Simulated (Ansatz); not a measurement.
Consider CsSnI$_{3}$ in the cubic perovskite structure (space group Pm-3m, No. 221; a = 6.224 Å). Axes: x, y, z lie along the cube axes.

All numbers come from r2SCAN (Ansatz, an electronic-structure program; PAW; 500 eV plane waves; no SOC).

Base values:

| Property | Value |
|---|---|
| Shortest interatomic distance | 311.2 pm |

Now apply this change: uniaxial stress, 2 GPa tension along z; all other stress components relax to zero.

Q: What does the calculation give for the energy relative to the base after the change?

A: The energy goes up by 27 meV/atom.

Q: How does this affect the shortest interatomic distance?

A: The shortest interatomic distance decreases by 2.4 pm to 308.8 pm.

Load acts through the strain it causes; cell and atoms are relaxed under it. Beyond what the load breaks, stability against distortions was not tested. Many cubic perovskites are stable only at high temperature; tilts and polar distortions were not tested.
